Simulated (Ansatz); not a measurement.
Abridged Ansatz (a quantum-chemistry and plane-wave program) output:

```
Pseudopotential: Se, paw, valence charge 16
Pseudopotential: Si, paw, valence charge 4
Crystal: 6 atoms, lattice volume = 171.650 Å³
Basis set: ecut = 420 eV, 3361 PW (Γ), exchange–correlation on 90×90×90 points (8 copies of the dense FFT grid, shifted against one another)
Bands: 42, of which v1, the nominal top of the filled ones, is band 36 counted from 1 (35 counted from 0)
Symmetry: 8 space group operations
k-points: 95 of 512
Functional: x = pbesol(κ = 0.804, μ = 0.12345679012345678), c = pbesol(β = 0.046)
SCF iter   1: F=—  HF=-22942.919604 eV  |F-HF|=—  |Δ(HF+E_count)|=         —  Δρ=3.17e-2  dr2=2.22e0  ethr=3.10e-3  ⟨swp⟩=8.8  Hψ=17962  notcnv=0
SCF iter   2: F=—  HF=-22942.424480 eV  |F-HF|=—  |Δ(HF+E_count)|=   4.95e-1  Δρ=1.75e-2  dr2=5.58e-1  ethr=3.09e-3  ⟨swp⟩=3.0  Hψ=5488  notcnv=0  defer=136
SCF 1 converged in 10 iterations: F = -22942.287584 eV  dr2 = 4.39e-10
SCF converged after 10 iterations
Free energy (F): -22942.287584 eV
Internal energy: -22942.287584 eV  (E = F + TS)
E sigma→0 (E₀):  -22942.287584 eV
Fermi energy:    5.039367 eV
--- Forces (eV/Å), atoms counted from 1 ---
  atom   1  Se     0.00011264    -0.00028220     0.00000000
  atom   2  Se    -0.00011264    -0.00028220     0.00000000
  atom   3  Se     0.00011264     0.00028220    -0.00000000
  atom   4  Se    -0.00011264     0.00028220     0.00000000
  atom   5  Si     0.00000000    -0.00000000     0.00000000
  atom   6  Si    -0.00000000     0.00000000     0.00000000
--- Stress (GPa, compression-positive) ---
       -0.001784      -0.000000      -0.000000
       -0.000000      -0.003953       0.000000
       -0.000000       0.000000      -0.003169
  P = ⅓ Tr σ = -0.0030 GPa (-0.030 kbar)
```

### Question
What was computed, and what are the main results?

### Answer
SiSe2, 6 atoms in the cell, with Ansatz PBEsol, scalar-relativistic without spin-orbit coupling, earlier PAW set. The last SCF converged to F = -22942.287584 eV, or -3823.7146 eV per atom, at a pressure of 0.00 GPa. The total energy compares only with runs of the same code, potentials and settings.

Whether these cells are dynamically stable was not tested. The cell is SiSe$_{2}$ (space group Ibam, No. 72; made of chains). No dispersion term is included in the PBEsol runs.
